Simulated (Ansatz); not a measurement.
Start from BAs in the zinc blende structure (space group F-43m, No. 216; a = 4.768 Å). Axes: x, y, z lie along the cube axes.

Now apply this change: uniaxial stress, 5 GPa compression along x; all other stress components relax to zero.

Levels (all Ansatz, a quantum-chemistry and plane-wave program, PAW): PBEsol (420 eV, no spin-orbit coupling); PBEsol+SOC (420 eV, noncollinear with spin-orbit coupling).

The geometry is relaxed with PBEsol.

| Quantity | Result |
|---|---|
| PBEsol electron mass | 1.1 mₑ along k, 0.21 mₑ across (off the special points) |
| PBEsol valence-band top at Γ | 0.00, -0.24, -0.24 eV |
| PBEsol smallest direct gap | 3.00 eV |
| PBEsol lowest conduction level above the VBM at special points | M 0.94 eV; X 1.25 eV; S₀ 1.51 eV; S 1.51 eV |

With PBEsol+SOC at the same geometry, the electron mass is still 1.1 mₑ along k, 0.21 mₑ across (off the special points); the valence-band top at Γ (three highest Kramers pairs, from the VBM) goes from 0.00, -0.24, -0.24 eV to 0.00, -0.20, -0.37 eV; the smallest direct gap drops by 0.09 eV (3.00 eV → 2.91 eV); the lowest conduction level above the VBM at special points changes from M 0.94 eV; X 1.25 eV; S₀ 1.51 eV; S 1.51 eV to M 0.91 eV; X 1.23 eV; S₀ 1.48 eV; S 1.48 eV.

Single points use the geometry relaxed with PBEsol. The spin-orbit shifts are approximate. Load acts through the strain it causes; cell and atoms are relaxed under it. Masses are band curvatures over ±0.01 Å⁻¹ around the edge. Along k means along the line from Γ to the band edge. Beyond what the load breaks, stability against distortions was not tested. k-point labels follow each cell's own Brillouin zone.
